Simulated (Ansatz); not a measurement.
Structures of equal composition on the (0001) surface of hcp Ru: a pseudomorphic layer of Ni in the host's stacking; a pseudomorphic layer of Ni in the other hollow. The slabs share one bottom face, and each structure is named by its start. These are constructed structures in small cells; real faces may alloy, dewet or reconstruct in larger ones, and not all known structures of the face are among them. Slabs of about 11 Å, Fermi-Dirac smearing of 0.1 eV. Bottom of the slabs: a bare face, its two planes held. Relaxed from the named starts with such symmetry as they have, on meshes of like density; energies extrapolated to zero smearing; spin only where a row says so; no spin-orbit coupling, no U. Brackets mark spin-polarised runs, whose order is one that fits the cell.

The numbers are results of PBE (plane waves to 420 eV, PAW; Ansatz, a first-principles code), not measurements.

Question: Order them by energy per 1x1 cell (lowest first) at the level PBE.

Answer: a pseudomorphic layer of Ni in the host's stacking (0.000 eV [spin, 0.3 μB a cell]), a pseudomorphic layer of Ni in the other hollow (0.088 eV [spin, 0.4 μB a cell])
